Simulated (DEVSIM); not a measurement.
Structure: abrupt In0.53Ga0.47As n-p junction, at 350 K.

Layer 1 from the left is In0.53Ga0.47As, thickness (μm) 0.610, Nd (cm⁻³) 5.6e15, τn (s) 1e-9, τp (s) 1e-9. Layer 2 from the left is In0.53Ga0.47As, thickness (μm) 110, Na (cm⁻³) 4.3e17, τn (s) 3e-8, τp (s) 1e-9.

Left contact: ohmic. Right contact: ohmic. Voltage is applied to the left contact. Recombination: SRH at mid-gap, radiative. Mobility is μmin + (μ − μmin)/(1 + (N/Nref)^α).

The device is made up for the run: typed textbook-type constants, with dimensions and the other settings drawn at random. Values at 300 K; Nc and Nv go as T^1.5, mobilities as T to minus their exponent, the gap by Varshni's rule with the affinity fixed.

In0.53Ga0.47As: gap (eV) 0.74, affinity (eV) 4.51, permittivity 13.9, Nc (cm⁻³) 2.1e17, Nv (cm⁻³) 7.7e18, μn (cm²/Vs) 12000, μp (cm²/Vs) 300, μn,min 300, μp,min 10, Nref,n 1.3e17, Nref,p 4.9e17, αn 0.48, αp 0.4, T exponent of μn 1.6, T exponent of μp 1.6, B (cm³/s) 9.6e-11, Varshni α (eV/K) 0.00035, Varshni β (K) 190.

Model (solved in DEVSIM): 1D drift-diffusion, Boltzmann statistics, complete ionisation; no tunnelling, impact ionisation, image-force lowering or self-heating.

### Question
What does the simulation give for the dark forward voltage at 1 A/cm², the dark forward voltage at 100 A/cm², the potential step across the device at zero bias?

### Answer
dark forward voltage at 1 A/cm² 0.222 V; dark forward voltage at 100 A/cm² 0.517 V; potential step across the device at zero bias 0.515 V.
